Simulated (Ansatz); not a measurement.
A computed series for SrVO3: point defects

Start from a 20-atom supercell of SrVO3 in the cubic perovskite structure (space group Pm-3m, No. 221; a = 3.8102 Å) at its relaxed geometry.

One neutral defect a cell, atoms relaxed at fixed cell.

Level of theory: Kohn–Sham DFT with the PBEsol functional, run in Ansatz (an electronic-structure program) with PAW and 420 eV plane waves, no spin-orbit coupling, earlier PAW set.

```json
[
 {"case": "perfect supercell", "pressure": "0.0 GPa", "largest displacement of a host atom from its site in the perfect cell": "–"},
 {"case": "Sr on a V site (antisite), symmetric start", "pressure": "27.0 GPa", "largest displacement of a host atom from its site in the perfect cell": "0.19 Å"},
 {"case": "Li interstitial (started 1.91 Å from the nearest host atom), symmetric start", "pressure": "6.7 GPa", "largest displacement of a host atom from its site in the perfect cell": "0.33 Å"},
 {"case": "H interstitial (started 1.65 Å from the nearest host atom), symmetric start", "pressure": "4.3 GPa", "largest displacement of a host atom from its site in the perfect cell": "0.23 Å"}
]
```

The magnetic state is the one reached from the starting moments; the real material's order can differ, and small cells can't hold many antiferromagnetic ones. The cell is small, so the values are those of an ordered compound at a high defect concentration; dilute-limit values will differ. The defect started on the symmetric site and kept its symmetry, so it may sit on a saddle. Starting moments died away, wholly or in part, for Sr on a V site (antisite), the base, Li interstitial (started 1.91 Å from the nearest host atom) and H interstitial (started 1.65 Å from the nearest host atom); another magnetic solution may exist. No Hubbard U is applied, and correlation can decide whether such a compound is a metal. Spin-polarised in the final run: Sr on a V site (antisite), Li interstitial (started 1.91 Å from the nearest host atom) and H interstitial (started 1.65 Å from the nearest host atom); the other runs are not. An odd electron count without spin: SrVO3.
